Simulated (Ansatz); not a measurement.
A computed series for WSi2: response to strain

Consider WSi2 (space group I4/mmm, No. 139; relaxed with 0.1 eV smearing).

```
WSi2
1.0
   -1.59264     1.59264     3.88656
    1.59264    -1.59264     3.88656
    1.59264     1.59264    -3.88656
Si W
2 1
Direct
  0.66535   0.66535   0.00000
  0.33465   0.33465   0.00000
  0.00000   0.00000   0.00000
```

Strains are applied to the cell and any free atomic positions relax.

The values are results of Kohn–Sham DFT with the LDA functional, run in Ansatz (a first-principles code) with PAW and 420 eV plane waves, no SOC, not measurements.

Notes on the quantities. energy relative to the base: free energy F; pressure: mean of the normal stresses, compression positive.

```tsv
variant	energy relative to the base	volume per atom	pressure
base	0 meV/atom	13.14 Å³	0.0 GPa
isotropic strain −3.00 %	+88 meV/atom	12.00 Å³	26.7 GPa
isotropic strain −2.50 %	+60 meV/atom	12.18 Å³	21.4 GPa
isotropic strain −2.00 %	___	12.37 Å³	___
isotropic strain −1.50 %	+21 meV/atom	12.56 Å³	12.0 GPa
isotropic strain −0.50 %	+2.2 meV/atom	12.95 Å³	3.7 GPa
isotropic strain +1.00 %	+8.5 meV/atom	13.54 Å³	-6.7 GPa
isotropic strain +1.50 %	+19 meV/atom	13.74 Å³	-9.7 GPa
isotropic strain +2.50 %	+51 meV/atom	14.16 Å³	-15.0 GPa
isotropic strain +3.00 %	+72 meV/atom	14.36 Å³	-17.3 GPa
```

Fill in the withheld entries from the trend.


- isotropic strain −2.00 %, energy relative to the base: +38 meV/atom
- isotropic strain −2.00 %, pressure: 16.5 GPa

No phonon test of stability was made. The final runs are not spin-polarised.
